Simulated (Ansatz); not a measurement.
System: Ru-vacancy pair (Ru on one host Rh site, one Rh site vacant) in fcc Rh (neutral cell). The step: a nearby Rh atom hops onto the vacant site (Ru-vacancy distance between ideal sites 2.71 Å throughout); the atom moves 2.63 Å along (-0.49, 0.49, 0.00) of the unit cell; the moving atom starts with neighbours Rh at 2.66, Rh at 2.68, 2 Rh at 2.69, 2 Rh at 2.71, 2 Rh at 2.73, Rh at 2.74, Rh at 2.75; Ru at 2.68 Å and ends with Rh at 2.66, Rh at 2.68, 2 Rh at 2.69, 2 Rh at 2.71, 2 Rh at 2.73, Rh at 2.74, Rh at 2.75; Ru at 2.68 Å. DFT values are from Ansatz (plane-wave PAW, 420 eV unless said) in a cell of 32 host sites, spin-restricted, static, with no finite-size correction. Forms of the defect that were not tried may lie lower. For the PBE band: the saddle point's order was not checked, and it lies on a symmetry element of the cell, where a band can be held.

```json
[
 {"Level": "CHGNet universal potential (has no charge state), its own band", "Forward barrier (eV)": "0.62", "Cost of the band or of the saddle's single point": "-"},
 {"Level": "PBE, a 2×2×2 k-point mesh shifted by half a step, band relaxed", "Forward barrier (eV)": "1.75", "Cost of the band or of the saddle's single point": "about 30 core-minutes (a rough figure)"},
 {"Level": "PBE, a 4×4×4 k-point mesh shifted by half a step, same geometries", "Forward barrier (eV)": "1.79", "Cost of the band or of the saddle's single point": "very roughly 10 core-minutes"},
 {"Level": "r2SCAN at 500 eV, a 2×2×2 k-point mesh shifted by half a step, same geometries", "Forward barrier (eV)": "(withheld)", "Cost of the band or of the saddle's single point": "roughly 4 core-minutes"}
]
```

Question: Complete the blanks.

Answer: 
- r2SCAN at 500 eV, a 2×2×2 k-point mesh shifted by half a step, same geometries, Forward barrier (eV): 1.66

Ansatz is an electronic-structure program.
